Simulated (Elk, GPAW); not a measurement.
An Elk input for a self-consistent single point of ZnRh₃ (I4/mmm, 4 atoms in the cell) (DFT, PBEsol, all-electron FP-LAPW, Elk's shipped species files, APW+lo basis with extra local orbitals):

```
tasks
  0

xctype
  22

rgkmax
  7.5

gmaxvr
  16.0

nxlo
  2

lorbcnd
  .true.

lmaxi
  2

stype
  0

swidth
  0.00183747

avec
   -3.5116383731    3.5116383731    7.0082912181
    3.5116383731   -3.5116383731    7.0082912181
    3.5116383731    3.5116383731   -7.0082912181

atoms
  2   : nspecies
  'Zn.in'   : spfname
  1   : natoms; atposl, bfcmt below
  0.0000000000  0.0000000000  0.0000000000    0.0 0.0 0.0
  'Rh.in'   : spfname
  3   : natoms; atposl, bfcmt below
  0.7500000000  0.2500000000  0.5000000000    0.0 0.0 0.0
  0.2500000000  0.7500000000  0.5000000000    0.0 0.0 0.0
  0.5000000000  0.5000000000  0.0000000000    0.0 0.0 0.0

ngridk
  11 11 11
```

**Question.** Give the GPAW input for the same structure, mesh, smearing and functional.

**Answer.** This is the input that was run; spellings and numerical settings could be chosen otherwise.

```python
from ase import Atoms
from ase.units import GPa
from gpaw import GPAW, PW

atoms = Atoms(['Zn', 'Rh', 'Rh', 'Rh'],
              cell=[[-1.858279, 1.858279, 3.708628],
                    [1.858279, -1.858279, 3.708628],
                    [1.858279, 1.858279, -3.708628]],
              scaled_positions=[[0.000000, 0.000000, 0.000000],
                                [0.750000, 0.250000, 0.500000],
                                [0.250000, 0.750000, 0.500000],
                                [0.500000, 0.500000, 0.000000]],
              pbc=True)

calc = GPAW(mode=PW(800),
            xc='PBEsol',
            kpts=(11, 11, 11),
            occupations={'name': 'methfessel-paxton', 'width': 0.05, 'order': 0},
            nbands=-8,
            symmetry={'symmorphic': False, 'tolerance': 0.0005},
            maxiter=100,
            txt='-')

atoms.calc = calc

energy = atoms.get_potential_energy()
print('Energy (eV):', round(energy, 6))
forces = atoms.get_forces()
print('Forces (eV/Ang):')
print(forces.round(5))
stress = atoms.get_stress()
print('Stress (GPa, Voigt):', (stress / GPa).round(4))
```

Basis, cutoffs, solver keys and any potentials are the target program's own. This input uses DFT PBEsol, plane waves, GPAW PAW datasets PBEsol (made by gpaw-setup).

The starting cell comes from a database of computed structures (which also holds hypothetical and non-ambient phases and stackings), without a prior relaxation at this level. Its lattice was rescaled by a random factor within 2.5 % of one.
